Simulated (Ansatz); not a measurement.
## A computed series for Cu3N: response to strain

Take Cu₃N (space group Pm-3m, No. 221; a = 3.765 Å) as the base.

Strains are applied to the cell and any free atomic positions relax.

Method: PBEsol, PAW, 420 eV (Ansatz, a first-principles code; spin-orbit coupling left out).

Notes on the quantities. energy relative to the base: free energy F.

```csv
change,energy relative to the base,volume per atom,pressure
base,0 meV/atom,13.34 Å³,0.0 GPa
isotropic strain −3.00 %,+51 meV/atom,12.18 Å³,15.1 GPa
isotropic strain −2.40 %,+32 meV/atom,12.40 Å³,11.6 GPa
isotropic strain −1.80 %,+17 meV/atom,12.63 Å³,8.3 GPa
isotropic strain −1.20 %,+7.5 meV/atom,12.87 Å³,5.3 GPa
isotropic strain −0.60 %,…,13.10 Å³,…
```

Problem. Fill in the withheld entries from the trend.

Solution. 
- isotropic strain −0.60 %, energy relative to the base: +1.9 meV/atom
- isotropic strain −0.60 %, pressure: 2.5 GPa

Whether these cells are dynamically stable was not tested. All final runs are without spin polarisation.
